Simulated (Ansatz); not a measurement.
Migration of interstitial Li, charge +1, in different hosts. Computed with PBE, PAW (plane waves to 420 eV; Ansatz, a first-principles code).

Barriers are those of the lowest checked hop between equivalent sites, from the lowest site run (climbing-image NEB, static, fixed cells, no finite-size terms; on the finer meshes named, energies are single points at the band's geometries). One hop need not carry long-range diffusion, and untried routes could be lower. Saddle orders were checked for a part of the study's bands only and are not shown. Charge states are imposed. Spin-orbit coupling is left out.

```tsv
Host	Route	Hop (Å)	Neighbours at the saddle	Barrier (eV)	Cell
diamond	Li moves farthest	1.55	6 C at 1.61 Å	1.81	216 sites, 2×2×2 shifted
beta Ga2O3	Li moves farthest	1.66	O at 1.73, O at 1.76 Å	0.31	160 sites, 2×2×2 shifted
alpha quartz	Li moves farthest	1.84	2 O at 1.92, 2 O at 2.18 Å	[?]	243 sites, 2×2×2 shifted along c
wurtzite CdSe	Li moves farthest	3.57	2 Cd at 2.80, Cd at 2.80; 2 Se at 2.57, Se at 2.59 Å	0.22	72 sites, 2×2×2 shifted along c
rock-salt PbS	Li moves farthest	3.00	2 Pb at 2.65; 2 S at 2.25 Å	0.62	64 sites, 2×2×2 shifted
```

Q: Complete the blanks.

A: 
- alpha quartz, Barrier (eV): 0.14
